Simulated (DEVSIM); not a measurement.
## Si p-i-n diode

Device: Si p-i-n diode, at 300 K.

```
layer (left to right)  material  thickness (μm)  Nd (cm⁻³)  Na (cm⁻³)   τn (s)   τp (s)
---------------------  --------  --------------  ---------  ---------  -------  -------
1                            Si           0.900          -     1.2e17   2.8e-5  0.00094
2                            Si           0.280     7.2e12          -  0.00094  0.00094
3                            Si           0.390     1.4e18          -  0.00094  0.00094
```

Left contact: ohmic. Right contact: ohmic. Voltage is applied to the left contact. Recombination: SRH at mid-gap, radiative. Mobility is μmin + (μ − μmin)/(1 + (N/Nref)^α).

The device is made up for the run: typed textbook-type constants, with dimensions and the other settings drawn at random. Values at 300 K.

| parameter | Si |
|---|---|
| gap (eV) | 1.124 |
| affinity (eV) | 4.05 |
| permittivity | 11.7 |
| Nc (cm⁻³) | 2.86e19 |
| Nv (cm⁻³) | 3.1e19 |
| μn (cm²/Vs) | 1417 |
| μp (cm²/Vs) | 470 |
| μn,min | 52 |
| μp,min | 45 |
| Nref,n | 9.7e16 |
| Nref,p | 2.2e17 |
| αn | 0.68 |
| αp | 0.72 |
| B (cm³/s) | 4.7e-15 |

Model (solved in DEVSIM): 1D drift-diffusion, Boltzmann statistics, complete ionisation; no tunnelling, impact ionisation, image-force lowering or self-heating.

The potential step across the device at zero bias is 0.902 V, the dark forward voltage at 1 A/cm² comes out as 0.625 V and the dark forward voltage at 100 A/cm² is 0.745 V.

Small-signal capacitance in reverse bias (quasi-static):

| V (V) | C (nF/cm²) |
|---|---|
| -0.4 | 34.7 |
| -1 | 33.0 |
| -2 | 31.1 |
| -3 | 29.5 |
| -4 | 28.2 |
| -6 | 26.0 |
| -8 | 24.3 |

Dark forward current:

(V (V), J (A/cm²)): (0.05, 2.0e-10); (0.10, 1.5e-9); (0.15, 1.1e-8); (0.20, 7.4e-8); (0.25, 5.1e-7); (0.30, 3.5e-6); (0.35, 2.4e-5); (0.40, 0.00017); (0.45, 0.0012); (0.50, 0.0080); (0.55, 0.056); (0.60, 0.38); (0.65, 2.6); (0.70, 18); (0.75, 120); (0.80, 740); (0.85, 3500)
